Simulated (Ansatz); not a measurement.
Consider CdSe in the zinc blende structure (space group F-43m, No. 216; a = 6.133 Å). Axes: x, y, z lie along the cube axes.

Structures relaxed with r2SCAN, PAW, 500 eV (Ansatz, a program for electronic structure; without spin-orbit coupling).

Base:

Simulated powder pattern, Co Kα, λ = 1.79026 Å (kinematic, ideal powder, no thermal factors, no anomalous dispersion; the 8 strongest lines at most, above 2 %, up to 2θ = 90°):

```tsv
2θ (°)	I/Imax (%)	hkl
29.29	100	(111)
33.94	3.2	(200)
48.76	72	(220)
57.90	44	(311)
71.44	12	(400)
79.01	18	(331)
```

After one change:

Simulated powder pattern, Co Kα, λ = 1.79026 Å (kinematic, ideal powder, no thermal factors, no anomalous dispersion; the 8 strongest lines at most, above 2 %, up to 2θ = 90°):

```csv
2θ (°),I/Imax (%)
29.20,100
47.25,26
49.27,46
56.52,32
60.06,13
69.05,8.4
79.76,12
89.43,18
```

### Question
Name the change that was made.
A) biaxial strain +3.00 %, plane normal [001], relaxed out of plane
B) biaxial strain +2.00 %, plane normal [001], relaxed out of plane
C) biaxial strain +0.50 %, plane normal [001], relaxed out of plane
D) biaxial strain +1.00 %, plane normal [001], relaxed out of plane

### Answer
A, biaxial strain +3.00 %, plane normal [001], relaxed out of plane. Its volume per atom is 29.21 Å³ against 28.84 Å³, and its space group is I-4m2 (No. 119).

Whether these cells are dynamically stable was not tested.
